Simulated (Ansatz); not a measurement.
Given:

```
CELL_PARAMETERS angstrom
      3.52133     0.00000     0.00000
      1.76066     3.04956     0.00000
      0.00000     0.00000     7.73880
ATOMIC_POSITIONS crystal
  Be 0.00000 0.50000 0.33333
  Be 0.50000 0.00000 0.66667
  Be 0.50000 0.50000 0.00000
  S  0.00000 0.50000 0.83333
  S  0.50000 0.00000 0.16667
  S  0.50000 0.50000 0.50000
```

No spin polarisation.

Computed with PBE in Ansatz (plane waves to 420 eV, PAW, without spin-orbit coupling). Settings: 11×11×5 k-points, 0.05 eV Fermi–Dirac smearing.

Q: What is the computed pressure (mean of the normal stresses, compression positive)?

A: -2.76 GPa.

Q: Predict the space group.

A: P6_422 (No. 181).

The cells carry an imposed strain or load. No phonon test of stability was made. The cell was made from BeS (space group P6_422, No. 181; a hypothetical phase, not in the database extracts checked) by this change: biaxial strain +2.01 %, plane normal [001], relaxed out of plane.

Ansatz is a program for electronic structure.
